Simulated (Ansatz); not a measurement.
SnSe (Fm-3m, No. 225, 2 atoms in the cell; start mp-2693; a measured phase of this formula has another space group) was calculated with r²SCAN-D4 (Ansatz, a first-principles code, plane waves, PAW).

Numerical settings: plane-wave cutoff 500 eV, 12×12×12 k mesh, Fermi–Dirac smearing 0.05 eV, scalar-relativistic PAW data made under PBE.

Cell (relaxed at this level):

```
SnSe
1.0
    0.00000     2.99663     2.99663
    2.99663     0.00000     2.99663
    2.99663     2.99663     0.00000
Sn Se
1 1
Direct
  0.00000   0.00000   0.00000
  0.50000   0.50000   0.50000
```

**Question.** Estimate the band gap that the calculation returns.

**Answer.** 
band gap: 0.37 eV (on the SCF k mesh)

Note: the relaxation could not lower the start's symmetry, so the cell can be a saddle point above a distorted one.

Spin–orbit coupling is not included.

Computing time: roughly 50 core-seconds.

A start named mp-… is a Materials Project structure, which need not be a measured phase.
